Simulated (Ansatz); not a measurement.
Structures of equal composition on the (111) surface of fcc Ag: a layer of Pd in place of the second plane; a layer of Pd in place of the third plane. The slabs share one bottom face, and each structure is named by its start. These are constructed structures in small cells; real faces may alloy, dewet or reconstruct in larger ones, and not all known structures of the face are among them. Slabs of about 12 Å, Fermi-Dirac smearing of 0.1 eV. Bottom of the slabs: a bare face, its two planes held. Relaxed from the named starts with such symmetry as they have, on meshes of like density; energies extrapolated to zero smearing; spin only where a row says so; no spin-orbit coupling, no U. Brackets mark spin-polarised runs, whose order is one that fits the cell.

The numbers are results of PBE (plane waves to 420 eV, PAW; Ansatz, a program for electronic structure), not measurements.

Task: Put the candidates in order of energy per 1x1 cell, lowest first, for PBE.

Result: a layer of Pd in place of the third plane (0.000 eV), a layer of Pd in place of the second plane (0.051 eV)
